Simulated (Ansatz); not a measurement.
The starting structures come from a database of crystals and need not be the phases stable at ambient conditions.

Inside the gap of an insulator the Bloch states are evanescent, with a wavenumber k + iκ along the transport direction.

Data:

```
CELL_PARAMETERS angstrom
      6.27687     0.00000     0.00000
     -3.13843     5.43593     0.00000
      3.13844     1.81198    10.12969
ATOMIC_POSITIONS crystal
  Cs 0.43893 0.21946 0.34161
  Cs 0.56107 0.78054 0.65839
  Cs 0.25627 0.62814 0.11559
  Cs 0.74373 0.37186 0.88441
  Na 0.80420 0.90210 0.29370
  Na 0.19580 0.09790 0.70630
  Al 0.00000 0.00000 0.00000
  Al 0.00000 0.50000 0.50000
  F  0.07089 0.74619 0.60441
  F  0.92911 0.25381 0.39559
  F  0.64940 0.32470 0.60441
  F  0.35060 0.67530 0.39559
  F  0.07089 0.32470 0.60441
  F  0.92911 0.67530 0.39559
  F  0.79131 0.69113 0.10851
  F  0.20869 0.30887 0.89149
  F  0.20036 0.10018 0.10851
  F  0.79964 0.89982 0.89149
  F  0.79131 0.10018 0.10851
  F  0.20869 0.89982 0.89149
```

Space group of this cell: R-3m. The cell is taken as given; by r2SCAN its mean pressure is -2.8 GPa.

Transport runs along the normal of the first two printed cell vectors, the (001) plane of the conventional cell.

The gap is the functional's own. No spin-orbit coupling. Mid-gap values are interpolated on the energy grid.

Q: State the band gap and the smallest decay constant κ at mid-gap according to Ansatz (a quantum-chemistry and plane-wave program) with r2SCAN.

A: Gap 7.59 eV on a 6×6×6 mesh; κ = 0.513 1/Å, at the zone centre.
